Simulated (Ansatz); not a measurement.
Input and output of a relaxation of cell and atoms for Mg2Pd (I4/mmm, 3 atoms in the cell) (Ansatz, a program for electronic structure).

Method of the run: PBEsol, default PAW files made with PBE (plane waves; Ansatz).

The change in words: atoms on their sites; basis.ecutwfc: 420 eV → 250 eV; relax: default → cell and atoms. Reference geometry:
```yaml
crystal:
  lattice:
    - [-1.62813, 1.62813, 5.06532]
    - [1.62813, -1.62813, 5.06532]
    - [1.62813, 1.62813, -5.06532]
  atoms:
    - { symbol: Mg, position: [0.65216, 0.65216, 0.00000] }
    - { symbol: Mg, position: [0.35278, 0.35278, 0.00000] }
    - { symbol: Pd, position: [0.00000, 0.00000, 0.00000] }
```

Reference input (self-consistent single point, DFT, PBEsol, plane waves, default PAW files made with PBE): basis.ecutwfc = 420 eV; kpoints.mp_grid.grid = 10 10 10; hamiltonian.xc = pbesol; hamiltonian.pseudopotentials = {kind: paw} (the program's default PAW files); scf.occupations.method = fermi_dirac; scf.occupations.width = 0.1 eV. This run's input differs from it in these lines:

Ansatz 0.2 input:
```diff
@@ -7,3 +7,3 @@
   atoms:
-    - { symbol: Mg, position: [0.652156, 0.652156, 0.000000] }
+    - { symbol: Mg, position: [0.647220, 0.647220, 0.000000] }
     - { symbol: Mg, position: [0.352780, 0.352780, 0.000000] }
@@ -11,3 +11,3 @@
 basis:
-  ecutwfc: 420.0 eV
+  ecutwfc: 250.0 eV
 kpoints:
@@ -19,2 +19,4 @@
   occupations: { method: fermi_dirac, width: 0.1 eV }
+relax:
+  cell: {}
 output:
```

Log, with long lists cut:

```
   [... SCF lines of the steps left out ...]
relax step   1: F+E_penalty+E_count = -10729.98605491 eV  Δ(F+E_penalty+E_count) = +0.000e0 eV  max|allowed force component| = 1.218e-1 eV/Å  Δτ_max = 0.0000 Å  P = -1.552 GPa  Ω = 53.708 Å³  (8 SCF iters, dr2 threshold 1.00e-7 eV, accepted)
relax step   2: F+E_penalty+E_count = -10730.33844518 eV  Δ(F+E_penalty+E_count) = -3.524e-1 eV  max|allowed force component| = 3.466e-2 eV/Å  Δτ_max = 0.0116 Å  P = +6.571 GPa  Ω = 52.412 Å³  energy of the carried Pulay correction = +3.737e-1 eV  [...]
   [... lines left out ...]
relax step  50: F+E_penalty+E_count = -10729.99810407 eV  Δ(F+E_penalty+E_count) = +2.119e-4 eV  max|allowed force component| = 1.330e-4 eV/Å  Δτ_max = 0.0000 Å  P = +0.001 GPa  Ω = 52.863 Å³  energy of the carried Pulay correction = -2.136e-4 eV  [...]
relax step  51: F+E_penalty+E_count = -10729.99712405 eV  Δ(F+E_penalty+E_count) = +9.800e-4 eV  max|allowed force component| = 2.811e-4 eV/Å  Δτ_max = 0.0000 Å  P = +0.002 GPa  Ω = 52.863 Å³  stress off target by 4.86e-2 GPa  SCF on the basis [...]
basis re-selected at this cell: Δ(F+E_penalty+E_count) = +9.800e-4 eV, ΔP = +0.001 GPa vs the last step
the relaxation is at rest under the 16 symmetry operations that the run kept from its start: a minimum is not shown …
Stability not checked: this state was not tested for a lower state beside it, because too few of the mixer's solves of this state at the end of the SCF gave a …
Free energy (F): -10729.997124 eV
Internal energy: -10729.963778 eV  (E = F + TS)
   [... lines left out ...]
Fermi energy:    10.525553 eV
  cell:  # Å, volume = 52.8626 Å³
   [... lines left out ...]
    - [1.6087552811998629, -1.6087552811998629, 5.106323373877417]
    - [1.6087552811998629, 1.6087552811998629, -5.106323373877417]
  atoms:
    - { symbol: Mg, position: [0.6458615225811235, 0.6458615225811235, 1.8295266999591336e-35] }
    - { symbol: Mg, position: [0.3541384774188766, 0.3541384774188766, -3.316948049817221e-38] }
    - { symbol: Pd, position: [3.344442665588092e-20, 3.344442665588091e-20, 4.9673097174094984e-36] }
```

The run converged. 

Summary of the result:
* **Free energy E − TS (on the zero of these files)**: -10729.9971 eV
* **Fermi level (on the code's own zero)**: 10.53 eV
* **Pressure**: 0.00 GPa
* **Final cell**: a = 5.5902 Å, b = 5.5902 Å, c = 5.5902 Å, α = 146.55°, β = 146.55°, γ = 48.03°
* **Final volume per atom**: 17.62 Å³
* **Relaxation steps**: 51

The starting cell comes from a database of computed structures (which also holds hypothetical and non-ambient phases and stackings), without a prior relaxation at this level. Its lattice was rescaled by up to half a per cent. Spin polarisation is off. The relaxation keeps the symmetry of its start, so its end need not be a minimum. Ansatz's pressure includes its estimate of the finite-basis (Pulay) stress. Without the estimate this run gives -46.35 GPa. The cutoff lies below the one recommended for these files.

Cost on one core of a shared machine: roughly 2 min.
